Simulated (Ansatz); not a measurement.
Consider Ti₃AlN in the anti-perovskite structure (space group Pm-3m, No. 221; a cell from a computed database, its experimental status unchecked).

```yaml
crystal:
  lattice:
    - [4.08605, 0.00000, 0.00000]
    - [0.00000, 4.08605, 0.00000]
    - [0.00000, 0.00000, 4.08605]
  atoms:
    - { symbol: Ti, position: [0.50000, 0.00000, 0.50000] }
    - { symbol: Ti, position: [0.00000, 0.50000, 0.50000] }
    - { symbol: Ti, position: [0.50000, 0.50000, 0.00000] }
    - { symbol: Al, position: [0.00000, 0.00000, 0.00000] }
    - { symbol: N, position: [0.50000, 0.50000, 0.50000] }
```

Calculations: Ansatz (a first-principles code), PBEsol, PAW, cutoff 420 eV, no spin-orbit coupling.

Before the change:

```
Quantity              Result
-------------------  -------
Lattice parameter a  4.086 Å
```

One thing is altered: In takes the place of Al on all its sites; the structure is relaxed again.

Problem. What does the calculation give for the lattice parameter a after the change?

Solution. The lattice parameter a rises by 0.064 Å (4.086 Å → 4.150 Å).

No phonon test of stability was made. For Ti3InN in this form, whether it has been made was not checked. All final runs are without spin polarisation.
